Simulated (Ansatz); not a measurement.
**What x(Na) = 0.333, 3 atoms, P-3m1 does to Rb**

Consider Rb in the bcc (W type) structure (space group Im-3m, No. 229; a = 5.749 Å).

The other end (x = 1) is Na in the bcc (W type) structure (space group Im-3m, No. 229): 37.71 Å³/atom, gap zero.

The change: a fraction x = 0.333 of the Rb sites is given to Na, ordered in a cell of 3 atoms (starting symmetry P-3m1) and fully relaxed.

The values are results of r2SCAN/PAW in Ansatz (a program for electronic structure), no SOC, earlier PAW set, not measurements. Γ-centred 8×8×10 mesh, Fermi–Dirac width 0.05 eV, for the changed cell.

```json
[
 {"quantity": "volume per atom", "base": "95.00 Å³", "changed": "71.96 Å³", "shift": "-23.04 Å³"},
 {"quantity": "density", "base": "1.49 g/cm³", "changed": "1.49 g/cm³", "shift": "0.00 g/cm³"},
 {"quantity": "band gap", "base": "zero", "changed": "zero", "shift": "–"},
 {"quantity": "mixing energy (to 0.01 eV only: unlike meshes or grids)", "base": "–", "changed": "+0.04 eV/atom", "shift": "–"}
]
```

Final structure:

```xyz
3
Lattice="7.2688 0.0000 0.0000 -3.6344 6.2950 0.0000 0.0000 0.0000 4.7179" Properties=species:S:1:pos:R:3 pbc="T T T"
Na     0.0000     0.0000     0.0000
Rb     0.0000     4.1966     3.1699
Rb     3.6344     2.0983     1.5480
```

These are small ordered cells, not random alloys; other orderings at the same x differ. Whether these cells are dynamically stable was not tested.
